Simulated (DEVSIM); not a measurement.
Device: Al/Al2O3/SiO2/p-Si capacitor, at 250 K.

```tsv
layer (left to right)	material	thickness (nm)	Na (cm⁻³)
1	Al2O3	15.0	-
2	SiO2	0.620	-
3	Si	1400	1.8e17
```

Metal gate on the left, work function 4.1 eV. Fixed charge at the semiconductor interface 8.1e11 cm⁻² (in units of +e); no interface traps.

The device is made up for the run: typed textbook-type constants, with dimensions and the other settings drawn at random. Values at 300 K; Nc and Nv go as T^1.5, mobilities as T to minus their exponent, the gap by Varshni's rule with the affinity fixed.

```tsv
parameter	Al2O3	SiO2	Si
gap (eV)	6.8	9	1.124
affinity (eV)	1.35	0.9	4.05
permittivity	9	3.9	11.7
Nc (cm⁻³)	-	-	2.86e19
Nv (cm⁻³)	-	-	3.1e19
Varshni α (eV/K)	-	-	0.000473
Varshni β (K)	-	-	636
```

Model (solved in DEVSIM): 1D Poisson equation in equilibrium, Boltzmann statistics, complete ionisation; no quantum confinement or tunnelling. Metal contacts follow the ideal Schottky-Mott rule: no Fermi-level pinning, no interface dipoles.

The temperature was swept, all else fixed.

```json
[
 {"temperature (K)": "250", "flat-band voltage (V)": "-1.25", "threshold voltage (band bending 2φF) (V)": "0.16", "minimum of the low-frequency capacitance (μF/cm²)": "0.108"},
 {"temperature (K)": "300", "flat-band voltage (V)": "-1.21", "threshold voltage (band bending 2φF) (V)": "0.12", "minimum of the low-frequency capacitance (μF/cm²)": "0.112"},
 {"temperature (K)": "350", "flat-band voltage (V)": "-1.17", "threshold voltage (band bending 2φF) (V)": "0.07", "minimum of the low-frequency capacitance (μF/cm²)": "0.118"},
 {"temperature (K)": "400", "flat-band voltage (V)": "-1.12", "threshold voltage (band bending 2φF) (V)": "0.02", "minimum of the low-frequency capacitance (μF/cm²)": "0.126"},
 {"temperature (K)": "450", "flat-band voltage (V)": "-1.08", "threshold voltage (band bending 2φF) (V)": "-0.04", "minimum of the low-frequency capacitance (μF/cm²)": "0.134"},
 {"temperature (K)": "500", "flat-band voltage (V)": "-1.03", "threshold voltage (band bending 2φF) (V)": "-0.09", "minimum of the low-frequency capacitance (μF/cm²)": "0.145"}
]
```

From the first row to the last the flat-band voltage goes from -1.25 to -1.03. From the first row to the last the threshold voltage (band bending 2φF) goes from 0.16 to -0.09.
